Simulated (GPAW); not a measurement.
# Habitual settings against a tight run: Ge (Fd-3m, 2 atoms in the cell)

Self-consistent single point.

```yaml
crystal:
  lattice:
    - [0.00000, 2.80792, 2.80792]
    - [2.80792, 0.00000, 2.80792]
    - [2.80792, 2.80792, 0.00000]
  atoms:
    - { symbol: Ge, position: [0.50000, 0.50000, 0.50000] }
    - { symbol: Ge, position: [0.75000, 0.75000, 0.75000] }
```

Level of theory: PBE, GPAW PAW datasets PBE (gpaw-data 1.0.1) (plane waves; GPAW).

Base settings: mode = pw; ecut = 550 eV; xc = PBE; kpts = 13 13 13; mesh shift (steps) = 0 0 0; occupations.name = methfessel-paxton; occupations.width = 0.2 eV; occupations.order = 0; nbands = -6; symmetry.symmorphic = false; symmetry.tolerance = 0.0005; maxiter = 150.

Tight run (finer mesh or higher cutoff; not a proven limit): ecut: 550 eV → 770 eV; kpts: 13 13 13 → 18 18 18; convergence.energy: default → 1e-10 eV/electron; convergence.density: default → 5e-07 e/electron; convergence.eigenstates: default → 1e-14. It gave Fermi level (on the code's own zero) 6.36 eV; pressure 5.81 GPa.

Quick runs, as changes from the base:
- A: the base itself
- B: ecut: 550 eV → 330 eV; xc: PBE → LDA; kpts: 13 13 13 → 3 3 3; occupations.name: methfessel-paxton → marzari-vanderbilt; occupations.order: 0 → default; potentials: GPAW PAW datasets LDA (gpaw-data 1.0.1) [LDA (Perdew-Wang 92)]
- C: ecut: 550 eV → 275 eV; kpts: 13 13 13 → 4 4 4; occupations.width: 0.2 eV → 0.5 eV; convergence.energy: default → 0.0001 eV/electron; convergence.density: default → 0.0005 e/electron; convergence.eigenstates: default → 1e-08
- D: ecut: 550 eV → 275 eV; kpts: 13 13 13 → 2 2 2; occupations.name: methfessel-paxton → marzari-vanderbilt; occupations.order: 0 → default
- E: ecut: 550 eV → 440 eV; kpts: 13 13 13 → 2 2 2
- F: ecut: 550 eV → 385 eV; kpts: 13 13 13 → 8 8 8; occupations.name: methfessel-paxton → fermi-dirac; occupations.width: 0.2 eV → 0.272 eV; occupations.order: 0 → default; convergence.energy: default → 0.0001 eV/electron; convergence.density: default → 0.0005 e/electron; convergence.eigenstates: default → 1e-08

Energies are extrapolated to zero smearing width, which holds to low order in the width alone.

Dashes: energy of B, another energy zero.

† marks runs with another functional, U, potentials or spin treatment: their distance from the tight run is not a convergence error alone.

The count of work is k-points × plane waves × bands × iterations; it is no time. 

The starting cell comes from a database of computed structures (which also holds hypothetical and non-ambient phases and stackings), without a prior relaxation at this level. Its lattice was rescaled by a random factor within 2.5 % of one. In the base run, with a pressure of about 6 GPa the cell is away from its equilibrium volume at this level.

| run | energy less tight (meV/atom) | count of work / tight |
|---|---|---|
| A | 2.3 | 0.11 |
| B† | – | 0.0020 |
| C | 136.7 | 0.0033 |
| D | 1505.4 | 0.0014 |
| E | 1505.9 | 0.0028 |
| F | 14.6 | 0.022 |

Among the runs at the tight run's level, the energy misses run from 2.3 to 1505.9 meV/atom.
